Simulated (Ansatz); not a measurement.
Base system: an 8-atom supercell of MnSi (space group P2_13, No. 198; a = 4.470 Å; ferromagnetic) at its relaxed geometry.

The values are results of plane-wave PAW DFT at the PBEsol level (Ansatz, a first-principles code, 420 eV), no SOC, not measurements.

Before the change:

- Pressure: 0.0 GPa
- Mean distance from the defect site to its nearest host atoms: 2.26 Å

It is then changed as follows: one Si atom is replaced by Mg, atoms relaxed at fixed cell, starting from a slightly rattled geometry.

**Question.** What happens to the largest displacement of a host atom from its site in the perfect cell, pressure and mean distance from the defect site to its nearest host atoms?

**Answer.** The largest displacement of a host atom from its site in the perfect cell is 0.16 Å; the pressure goes from zero to 13.3 GPa; the mean distance from the defect site to its nearest host atoms increases by 0.096 Å to 2.35 Å.

Other magnetic orders, which the real material may have, were not ruled out. In so small a cell the defect repeats every few ångströms: this is an ordered compound, not a dilute defect. The defect cell is spin-polarised and ends with 4.7 μB, a fractional moment that hangs on the mesh and smearing.
